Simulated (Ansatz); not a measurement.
The starting structures come from a database of crystals and need not be the phases stable at ambient conditions.

**Evanescent states of Rb$_{2}$NaAlF$_{6}$ (Fm-3m, not sure to be the ambient phase, 10 atoms a cell, 15.1 Å³ an atom, -3 GPa at this level) along the normal of (001)**

Computed with r2SCAN (plane waves, PAW; Ansatz, a program for electronic structure).

No gap correction and no spin-orbit coupling; mid-gap values are interpolated between computed energies.

Energies count from the valence-band top; κ is the least over a 6×6 mesh across the current.

```csv
E (eV),κ (1/Å),where
0.17,0.358,Γ
0.53,0.442,Γ
0.88,0.489,Γ
1.23,0.521,Γ
1.57,0.543,Γ
1.93,___,Γ
2.27,___,Γ
2.62,___,Γ
2.98,___,Γ
3.33,___,Γ
3.67,___,Γ
4.03,___,Γ
4.38,___,Γ
4.72,___,Γ
5.08,___,Γ
5.42,___,Γ
5.78,___,Γ
6.12,0.413,Γ
6.47,0.372,Γ
6.83,0.320,Γ
7.17,0.253,Γ
7.53,0.147,Γ
```

**Question.** Complete the blanks.

**Answer.** 
- 1.93, κ (1/Å): 0.559
- 2.27, κ (1/Å): 0.568
- 2.62, κ (1/Å): 0.573
- 2.98, κ (1/Å): 0.573
- 3.33, κ (1/Å): 0.570
- 3.67, κ (1/Å): 0.563
- 4.03, κ (1/Å): 0.552
- 4.38, κ (1/Å): 0.539
- 4.72, κ (1/Å): 0.522
- 5.08, κ (1/Å): 0.501
- 5.42, κ (1/Å): 0.477
- 5.78, κ (1/Å): 0.448
